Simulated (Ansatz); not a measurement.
The structure below was relaxed with Kohn–Sham DFT with the PBEsol functional, run in Ansatz (a quantum-chemistry and plane-wave program) with PAW and 420 eV plane waves, no spin-orbit coupling, at pressure −1 GPa.

Space group Im-3m (No. 229); a = b = c = 3.1576 Å, α = β = γ = 90.00°

```
atom  site  symmetry       x       y       z
----  ----  --------  ------  ------  ------
W       2a      m-3m  0.0000  0.0000  0.0000
```

### Question
Write out a cell with all atoms.

### Answer
```cif
data_W2
_chemical_formula_sum 'W2'
_space_group_name_H-M_alt 'P 1'
_space_group_IT_number 1
_cell_length_a 3.15761
_cell_length_b 3.15761
_cell_length_c 3.15761
_cell_angle_alpha 90.000
_cell_angle_beta 90.000
_cell_angle_gamma 90.000
loop_
_space_group_symop_operation_xyz
  'x, y, z'
loop_
_atom_site_label
_atom_site_type_symbol
_atom_site_fract_x
_atom_site_fract_y
_atom_site_fract_z
_atom_site_occupancy
W1 W 0.00000 0.00000 0.00000 1
W2 W 0.50000 0.50000 0.50000 1
```
This is the conventional cell.

Load acts through the strain it causes; cell and atoms are relaxed under it. Stability against distortions was not tested. The final runs are not spin-polarised. The cell was made from W in the bcc (W type) structure (space group Im-3m, No. 229) by this change: pressure −1 GPa.
